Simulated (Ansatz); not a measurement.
The reference is Sc in the hcp (Mg type) structure (space group P6_3/mmc, No. 194; a = 3.275 Å, c = 5.105 Å; relaxed with 0.1 eV smearing). Axes: x lies along a and z along c of the hexagonal cell.

Method: plane-wave PAW DFT at the PBEsol level (Ansatz, an electronic-structure program, 420 eV), no spin-orbit coupling.

The change: the cell is scaled by 1.0200 in all directions, atoms relaxed at fixed cell.

Question: Predict the stress tensor and what it implies for the stiffness.

Answer: Stress of the strained cell less that of the base (GPa, compression positive):
```
   -3.1     0.0     0.0
    0.0    -3.1     0.0
    0.0     0.0    -2.9
```

Then B = −ΔP/(ΔV/V₀) with ΔV/V₀ = 0.0612 gives secant stiffness values (nonlinear terms included at this strain): B (at held cell shape, above the free-shape value) ≈ 50 GPa.

As a check, the harmonic strain energy −½ V₀ Δσ:ε is 14 meV/atom; the computed energy rise is 14 meV/atom.

No phonon test of stability was made. All final runs are without spin polarisation.
